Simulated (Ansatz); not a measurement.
# How the equilibrium lattice constant a of CdO (model structure, started from the PtS type, P4₂/mmc, No. 131, 4 atoms in the cell) moves with the method

No measured value is used here.

```
level (code)         value (Å)
-------------------  ---------
PBE (Ansatz)             3.355
PBEsol (Ansatz)              ?
PBE-D3(BJ) (Ansatz)      3.314
```

### Question
Complete the blanks.

### Answer

- PBEsol (Ansatz, a quantum-chemistry and plane-wave program), value (Å): 3.292

Ansatz's density-functional and Hartree–Fock values are scalar-relativistic unless marked +SOC, with PAW data made under PBE.

A model structure was made by putting elements into a prototype or built by hand; it is no filed structure, need not be a known phase, and can be a saddle point held by its symmetry.
